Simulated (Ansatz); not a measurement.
What tensor shear ε_xy = +0.86 % does to GaN

Start from GaN in the zinc blende structure (space group F-43m, No. 216; a = 4.498 Å). Axes: x, y, z lie along the cube axes.

One thing is altered: a pure shear with ε_xy = ε_yx = 0.0086; the atoms relax in the strained cell.

Method: plane-wave PAW DFT at the r2SCAN level (Ansatz, an electronic-structure program, 500 eV), scalar-relativistic without spin-orbit coupling. Γ-centred 13×13×13 mesh, Fermi–Dirac width 0.05 eV.

```csv
quantity,base,changed,shift
volume per atom,11.37 Å³,11.37 Å³,0.00 Å³
space group,F-43m (No. 216),Imm2 (No. 44),–
shortest interatomic distance,1.948 Å,1.943 Å,-0.005 Å
energy relative to the base (free energy F),0 meV/atom,+1.7 meV/atom,+1.7 meV/atom
"pressure (mean of the normal stresses, compression positive)",0.00 GPa,0.02 GPa,+0.02 GPa
band gap,2.17 eV,2.10 eV,-0.063 eV
gap character,direct at Γ,direct at Γ,–
"valence-band top at Γ (three highest levels, from the VBM)","0.00, 0.00, 0.00 eV","0.00, -0.06, -0.11 eV",–
"stress (xx, yy, zz, yz, xz, xy; compression positive)",–,"(0.03, 0.03, -0.01, 0.00, 0.00, -2.78) GPa",–
```

Final structure:

```
CELL_PARAMETERS angstrom
      0.01934     2.24895     2.24895
      2.24895     0.01934     2.24895
      2.26829     2.26829     0.00000
ATOMIC_POSITIONS crystal
  Ga 0.00126 0.00126 0.99874
  N  0.24874 0.24874 0.25126
```

No phonon test of stability was made. This is not the structure that GaN has at room temperature and ambient pressure. k-point labels follow each cell's own Brillouin zone.
